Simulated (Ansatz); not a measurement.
## Ge under a change: pressure 9 GPa

Take Ge in the diamond structure (space group Fd-3m, No. 227; a = 5.6727 Å) as the base.

It is then changed as follows: a hydrostatic pressure of 9 GPa.

The values are results of Ansatz (an electronic-structure program), r2SCAN, PAW, cutoff 500 eV, no spin-orbit coupling, earlier PAW set, not measurements. Γ-centred 10×10×10 mesh, Fermi–Dirac width 0.05 eV.

Volume per atom: 20.66 Å³ (base 22.82 Å³)
Density: 5.84 g/cm³ (base 5.29 g/cm³)
Shortest interatomic distance: 4.491 bohr (base 4.642 bohr)
Enthalpy H = E + PV relative to the base's energy: +1.22 eV/atom
Band gap: 0.65 eV (base 0.37 eV)
Gap character: indirect, Γ → Γ–X (80 % along) (base direct at Γ)
Smallest direct gap: 1.36 eV (base 0.37 eV)
Width of the top valence band: 4.53 eV (base 4.01 eV)
Electron mass: 0.91 mₑ along k, 0.18 mₑ across (off the special points)
Hole mass (degenerate bands, along [100]): 0.056, 0.19, 0.19 mₑ (at Γ)
Valley order (the lowest conduction-band minima on the path, energy above the VBM, named in the base's zone): a point along ⟨100⟩, about 0.9 Å⁻¹ from Γ 0.65 eV; L along ⟨111⟩ 0.79 eV; Γ 1.36 eV (base Γ 0.37 eV; L along ⟨111⟩ 0.44 eV; a point along ⟨100⟩, about 0.9 Å⁻¹ from Γ 0.79 eV)

Final structure:

```
Ge
1.0
    0.00000     2.74414     2.74414
    2.74414     0.00000     2.74414
    2.74414     2.74414     0.00000
Ge
2
Cartesian
  2.74414   2.74414   2.74414
  4.11620   4.11620   4.11620
```

Load acts through the strain it causes; cell and atoms are relaxed under it. Masses are band curvatures over ±0.01 Å⁻¹ around the edge. Along k means along the line from Γ to the band edge. No phonon test of stability was made. Tetrahedral semiconductors of this kind turn to denser phases somewhere between about 1 and 50 GPa; those were not computed, so compressed cells here can lie past the real transition. The real Ge has an indirect gap at ambient pressure; r2SCAN orders its close-lying valleys differently.
